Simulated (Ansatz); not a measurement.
Corundum Ga2O3 (metastable phase) was calculated with PBE0+SOC in Ansatz (plane waves, PAW).

Run with plane-wave cutoff 460 eV, 6×6×6 k mesh, Fermi–Dirac smearing 0.01 eV, PAW data made under PBE.

Cell (measured lattice):

Ga$_{2}$O$_{3}$ has the trigonal space group R-3c, hexagonal axes (No. 167), the corundum structure, Pearson symbol hR10. Conventional cell: a = 4.980 Å, b = 4.980 Å, c = 13.430 Å, α = 90.00°, β = 90.00°, γ = 120.00°. Ga on 12c has 3 O at 1.924 Å and 3 O at 2.070 Å. O on 18e has 2 Ga at 1.924 Å and 2 Ga at 2.070 Å. (Neighbours: up to the widest gap in distance over summed covalent radii, below 1.35, at either atom; cation-cation and far metal-metal contacts left out.)
(The calculation used a cell of 10 atoms; values per cell refer to that cell.)

Q: Predict the band gap and smallest direct gap on the k points sampled.

A: 
- band gap = 5.36 eV (on the SCF k mesh) (indirect)
- smallest direct gap on the k points sampled = 5.60 eV

Note: cell and atoms aren't relaxed at this level (largest force component 0.07 eV/Å, pressure 0.2 GPa).

Computed values are for the static lattice.

Ansatz is a first-principles code.
